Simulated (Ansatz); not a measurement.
rock-salt TaC (1 1 0) on zinc-blende InSb (1 1 0) (film strained to the substrate, started from cuts of the bulks and a machine-learned relaxation; slabs In6Sb6 and C12Ta12, which can lie off the formulas)

A periodic stack without vacuum, rock-salt TaC (1 1 0) on zinc-blende InSb (1 1 0) (film strained to the substrate, started from cuts of the bulks and a machine-learned relaxation; slabs In6Sb6 and C12Ta12, which can lie off the formulas): substrate slab In6Sb6, film C12Ta12, surface cells [[0, -1], [1, -1]] and [[1, 0], [1, 2]], film strained by +4.9 and +4.9 %, outermost planes InSb/InSb and CTa/CTa as cut, which need not be the usual terminations and can put a slab off its formula.

The start was prepared with a machine-learned potential, and the result is one local minimum, with the in-plane cell held and forces under 0.04 eV/Å; the film can end far from its bulk form.

Method: PBE (plane waves to 420 eV, PAW; Ansatz, an electronic-structure program). Spin–orbit coupling is left out; the runs are not spin-polarised. Its k-point mesh 8×5×1, Fermi–Dirac width 0.05 eV.

```
Item                                                                                       Result
--------------------------------------------------------------------------------  ---------------
interface area                                                                            31.2 Å²
period                                                                                    23.72 Å
heights between the nearest atoms of the two slabs at the two interfaces          2.09 and 2.10 Å
In–Ta contacts across the interfaces within 1.22 times the sum of covalent radii   4, mean 3.33 Å
Sb–Ta contacts across the interfaces within 1.22 times the sum of covalent radii   4, mean 3.27 Å
C–In contacts across the interfaces within 1.22 times the sum of covalent radii    2, mean 2.27 Å
C–Sb contacts across the interfaces within 1.22 times the sum of covalent radii    2, mean 2.23 Å
```

```
CELL_PARAMETERS angstrom
      4.69309    -0.00029    -0.05898
      4.69279     6.63694    -0.12595
      0.47591    -1.35405    23.73371
ATOMIC_POSITIONS crystal
  In 0.66901 0.98487 0.15305
  In 0.98899 0.60589 0.04301
  In 0.63746 0.05623 0.34521
  In 0.66810 0.52911 0.23696
  In 0.88584 0.22013 0.53789
  In 0.60340 0.54739 0.42753
  Sb 0.48460 0.16932 0.03948
  Sb 0.43716 0.72823 0.13329
  Sb 0.41122 0.28359 0.24562
  Sb 0.38551 0.80657 0.33596
  Sb 0.35905 0.30129 0.44986
  Sb 0.38550 0.78609 0.54140
  C  0.69658 0.30516 0.62965
  C  0.20651 0.80170 0.62974
  C  0.95172 0.56829 0.69173
  C  0.44876 0.06990 0.69153
  C  0.17979 0.83526 0.75799
  C  0.68194 0.33430 0.75851
  C  0.41244 0.10064 0.82273
  C  0.91315 0.59991 0.82215
  C  0.64504 0.36699 0.88911
  C  0.14512 0.86548 0.88903
  C  0.85431 0.63260 0.95080
  C  0.36706 0.12934 0.95104
  Ta 0.94905 0.07118 0.69232
  Ta 0.45232 0.56660 0.69215
  Ta 0.22284 0.30653 0.63568
  Ta 0.73100 0.80573 0.63532
  Ta 0.40785 0.59963 0.82154
  Ta 0.91062 0.09964 0.82186
  Ta 0.67683 0.83528 0.75887
  Ta 0.17605 0.33460 0.75905
  Ta 0.89287 0.13094 0.94537
  Ta 0.38712 0.63065 0.94499
  Ta 0.14399 0.36889 0.88838
  Ta 0.64536 0.86496 0.88862
```
